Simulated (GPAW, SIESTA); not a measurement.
A GPAW input for a self-consistent single point of NbC (Fm-3m, 2 atoms in the cell) (DFT PBEsol, plane waves, GPAW PAW datasets PBEsol (made by gpaw-setup)):

```python
from ase import Atoms
from ase.units import GPa
from gpaw import GPAW

atoms = Atoms(['Nb', 'C'],
              cell=[[0.000000, 2.235000, 2.235000],
                    [2.235000, 0.000000, 2.235000],
                    [2.235000, 2.235000, 0.000000]],
              scaled_positions=[[0.000000, 0.000000, 0.000000],
                                [0.500000, 0.500000, 0.500000]],
              pbc=True)

calc = GPAW(mode={'name': 'pw', 'ecut': 900},
            xc='PBEsol',
            kpts=(17, 17, 17),
            occupations={'name': 'fermi-dirac', 'width': 0.05},
            nbands=-8,
            convergence={'density': 1e-05},
            symmetry={'symmorphic': False, 'tolerance': 0.0005},
            maxiter=120)

atoms.calc = calc

energy = atoms.get_potential_energy()
print('Energy (eV):', round(energy, 6))
forces = atoms.get_forces()
print('Forces (eV/Ang):')
print(forces.round(5))
stress = atoms.get_stress()
print('Stress (GPa, Voigt):', (stress / GPa).round(4))
```

Write the same calculation as an input for SIESTA.

One input that does it (others would too):

```
# files in the folder: Nb.psml C.psml (PseudoDojo PBEsol standard)
SystemName  NbC
SystemLabel siesta

NumberOfAtoms                2
NumberOfSpecies              2
%block ChemicalSpeciesLabel
  1 41 Nb
  2 6 C
%endblock ChemicalSpeciesLabel
LatticeConstant              1.0 Bohr
%block LatticeVectors
     0.000000000    4.223537889    4.223537889
     4.223537889    0.000000000    4.223537889
     4.223537889    4.223537889    0.000000000
%endblock LatticeVectors
AtomicCoordinatesFormat      Bohr
%block AtomicCoordinatesAndAtomicSpecies
     0.000000000    0.000000000    0.000000000  1
     4.223537889    4.223537889    4.223537889  2
%endblock AtomicCoordinatesAndAtomicSpecies

XC.functional                GGA
XC.authors                   PBEsol
PAO.BasisSize                DZP
PAO.EnergyShift              0.005 Ry
MeshCutoff                   300 Ry
%block kgrid.MonkhorstPack
   17   0   0  0.0
    0  17   0  0.0
    0   0  17  0.0
%endblock kgrid.MonkhorstPack
OccupationFunction           FD
ElectronicTemperature        580.23 K

MaxSCFIterations             150
SCF.Mixer.Method             Pulay
SCF.Mixer.Weight             0.1
SCF.Mixer.History            6
SCF.DM.Tolerance             1.0E-04
Diag.ParallelOverK           true
WriteForces                  true
Charge.Mulliken              end
```

Basis settings and potentials, where a program has them, do not carry over. This input uses DFT, GGA PBEsol, numerical atomic orbitals DZP, PseudoDojo PBEsol standard norm-conserving potentials (rewritten from UPF to PSML).

The starting cell has typed, rounded lattice constants, without a prior relaxation at this level.
